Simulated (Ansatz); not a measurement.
Base system: K in the bcc (W type) structure (space group Im-3m, No. 229).

K has the cubic space group Im-3m (No. 229), the bcc (W type) structure, Pearson symbol cI2. Lattice parameters: a = b = c = 5.344 Å, α = β = γ = 90.00°. K on 2a has 8 K at 4.628 Å and 6 K at 5.344 Å. (Neighbours: up to the widest gap in distance over summed covalent radii, below 1.35, at either atom.)
(The calculation used a cell of 1 atom; values per cell refer to that cell.)

Calculations: Ansatz (an electronic-structure program) r2SCAN, no spin-orbit coupling, earlier PAW set.

Before the change:

- Lattice parameter a = 5.344 Å

One thing is altered: cell and atoms relaxed at a pressure of 7.5 GPa.

**Question.** Estimate the effect on the lattice parameter a.

**Answer.** The lattice parameter a shrinks by 1.044 Å, from 5.344 Å to 4.300 Å.

Load acts through the strain it causes; cell and atoms are relaxed under it. No phonon test of stability was made. No other phases were tried under pressure.
